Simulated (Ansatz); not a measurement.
# Sb (model structure, I-43m, No. 217, 4 atoms in the cell): cohesive energy by level of theory

No measured value is used here.

```csv
level (code),value (eV/atom),cell (Å³/atom)
LDA (Ansatz),(withheld),35.50
PBE (Ansatz),2.46,44.34
PBEsol (Ansatz),2.79,37.09
PBE-D3(BJ) (Ansatz),2.80,36.08
r²SCAN (Ansatz),2.31,44.93
r²SCAN+rVV10 (Ansatz),(withheld),41.00
```

Q: Fill in the missing entries.

A: 
- LDA (Ansatz, an electronic-structure program), value (eV/atom): 3.31
- r²SCAN+rVV10 (Ansatz), value (eV/atom): 2.50

Free atoms are spin-polarised, in the lowest state found; at levels without +SOC their spin–orbit coupling is left out.  Density-functional levels without +SOC have no spin–orbit coupling, which shifts binding energies of heavy elements. Each level is taken at its own relaxed cell. Cutoffs differ between the levels. Ansatz's density-functional and Hartree–Fock values are scalar-relativistic unless marked +SOC, with PAW data made under PBE.

A model structure was made by putting elements into a prototype or built by hand; it is no filed structure, need not be a known phase, and can be a saddle point held by its symmetry.
